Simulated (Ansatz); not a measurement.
We consider Ru (model structure, started from the diamond type, Fd-3m, No. 227, 2 atoms in the cell), described by r²SCAN (plane waves, PAW; Ansatz, an electronic-structure program).

Run with plane-wave cutoff 560 eV, 18×18×18 k mesh, Fermi–Dirac smearing 0.05 eV, no spin polarisation, scalar-relativistic PAW data made under PBE.

Cell (relaxed at this level):

Ru is taken in the cubic space group Fd-3m, origin choice 1 (No. 227), the diamond structure, Pearson symbol cF8. Conventional cell: a = b = c = 5.4133 Å, α = β = γ = 90.00°. Ru on 8b is surrounded by 4 Ru at 2.344 Å (tetrahedral). (Neighbours: up to the widest gap in distance over summed covalent radii, below 1.35, at either atom.)
(The calculation used a cell of 2 atoms; values per cell refer to that cell.)

Task: Estimate the bulk modulus B0 that the calculation returns.

Result: 
- bulk modulus B0: 179 GPa

Note: the run has no spin polarisation, so it can have missed a magnetic state; the bulk modulus is −V dP/dV from two relaxed cells at ±2 % in volume; the relaxation could raise the start's symmetry but not lower it, so the cell can be a saddle point.

Computed values are for the static lattice.

Computing time: very roughly 100 core-seconds.

A model structure was made by putting elements into a prototype or built by hand; it is no filed structure, need not be a known phase, and can be a saddle point held by its symmetry.
